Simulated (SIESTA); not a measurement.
**Short convergence ladders for Ni (Fm-3m, 1 atom in the cell)**

```
CELL_PARAMETERS angstrom
      0.00000     1.75472     1.75472
      1.75472     0.00000     1.75472
      1.75472     1.75472     0.00000
ATOMIC_POSITIONS crystal
  Ni 0.00000 0.00000 0.00000
```
Moments meant for the start (each program seeds them in its own way; μB, in the order of the atoms Ni): 1.0.

Base method: SIESTA with GGA PBE, numerical atomic orbitals DZP, PseudoDojo PBE standard norm-conserving potentials (rewritten from UPF to PSML).

Base settings: XC.functional = GGA; XC.authors = PBE; potentials = PseudoDojo PBE standard; PAO.BasisSize = DZP; PAO.EnergyShift = 0.005 Ry; MeshCutoff = 350 Ry; kgrid.MonkhorstPack = 6 6 6; OccupationFunction = MP; OccupationMPOrder = 0; ElectronicTemperature = 100 meV.

**The cutoff for other potential files**

Level: DFT, GGA PBE, numerical atomic orbitals DZP, PseudoDojo PBE stringent norm-conserving potentials (rewritten from UPF to PSML).

In this ladder: pseudopotentials = PseudoDojo PBE stringent.

The second cell is the first with its lattice scaled by 0.98.

The mesh stays at the base's, so the ladder's end is converged at best in this setting alone.

Only quantities that move along the ladder and can be compared are tabulated.

```tsv
MeshCutoff	free energy less the last step's (meV/atom)	energy of the compressed cell less the first (meV/atom)	pressure (GPa)
158 Ry (172 Ry used)	-70.57	18.07	-2.79
193 Ry (218 Ry used)	-34.36	14.48	-3.30
245 Ry (269 Ry used)	-18.47	13.78	-4.20
350 Ry (388 Ry used)	-5.89	12.02	-4.26
525 Ry (606 Ry used)	-1.09	11.53	-4.44
700 Ry (872 Ry used)	0.00	10.89	-4.26
```

State of the energy of the compressed cell less the first at the end of the ladder: still drifting one way, by 1.1 meV/atom over the last two steps, so the last step is no safe reference.

Coarsest MeshCutoff that holds the pressure within 0.5 GPa of the last step, with all finer ones: 245 Ry (269 Ry used); the step before is off by 0.96 GPa.

Coarsest MeshCutoff that holds the free energy within 5 meV/atom of the last step, with all finer ones: 525 Ry (606 Ry used); the step before is off by 5.9 meV/atom.

**The setting basis size**

Level: DFT, GGA PBE, numerical atomic orbitals TZDP, PseudoDojo PBE standard norm-conserving potentials (rewritten from UPF to PSML).

Moved along: PAO.BasisSize.

The second cell is the first with its lattice scaled by 0.98.

The mesh stays at the base's, so the ladder's end is converged at best in this setting alone.

The sets are ordered by size and need not be nested.

Only quantities that move along the ladder and can be compared are tabulated.

```tsv
basis (functions)	energy of the compressed cell less the first (meV/atom)	pressure (GPa)	net moment (μB/atom)
SZ (10)	112.61	19.68	0.525
SZP (13)	50.92	3.32	0.639
DZ (16)	-63.60	-21.95	0.602
DZP (19)	7.57	-5.83	0.639
TZP (25)	6.64	-5.91	0.639
TZDP (28)	8.96	-5.34	0.639
```

Coarsest basis (functions) that holds the net moment within 0.02 μB/atom of the last step, with all finer ones: DZP (19); the step before is off by 0.037 μB/atom.

Coarsest basis (functions) that holds the pressure within 1 GPa: not settled: the last two steps still differ by 0.57 GPa, over half the tolerance, so the ladder does not show it.

Coarsest basis (functions) that holds the energy of the compressed cell less the first within 2 meV/atom: not settled: the last two steps still differ by 2.3 meV/atom, over half the tolerance, so the ladder does not show it.

On the base run: the starting cell has typed, rounded lattice constants, without a prior relaxation at this level. Its lattice was rescaled by up to half a per cent. With one magnetic atom in the cell only a parallel order is possible. Values carry the incompleteness of an atom-centred basis. In the base run, with a pressure of about -6 GPa the cell is away from its equilibrium volume at this level. Without a gap this mesh is coarse (it stands for a supercell whose shortest vector is 15 Å).

Left out of this page: 2 runs of the series outside the window shown, repeating another row's setting, or not comparable.
